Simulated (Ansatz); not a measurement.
Functionals compared on the (321) surface of bcc Fe, ferromagnetic in its 1x1 cell, outermost plane spacing 0.76 Å in the ideal cut, in Ansatz (plane waves, PAW). The structure was relaxed with PBE; the other rows are single points on it, each with its references at the same level. Cutoff 420 eV.

Model: 14-atom slab, 9.8 Å thick at the start (thin: gaps and levels are the slab's own), 15x6x1 mesh, Fermi-Dirac 0.1 eV, dipole correction, all atoms relaxed; symmetry of the start imposed; spin-polarised, no spin-orbit, no U. These notes are the PBE run's.

| functional | surface energy (J/m²) | work function of the top face (eV) | magnetic moment of the cell (μB) | rough cost of the single point |
|---|---|---|---|---|
| PBE | 2.69 | 4.31 | 33.38 | – |
| LDA | ? | ? | 32.61 | roughly 11 core-minutes |
| PBEsol | 3.12 | 4.41 | 33.41 | roughly 8 core-minutes |
| RPBE | 2.37 | 4.15 | 33.89 | around 8 core-minutes (rough) |

**Question.** Fill in the missing entries.

**Answer.** 
- LDA, surface energy (J/m²): 3.39
- LDA, work function of the top face (eV): 4.66

Ansatz is a quantum-chemistry and plane-wave program.
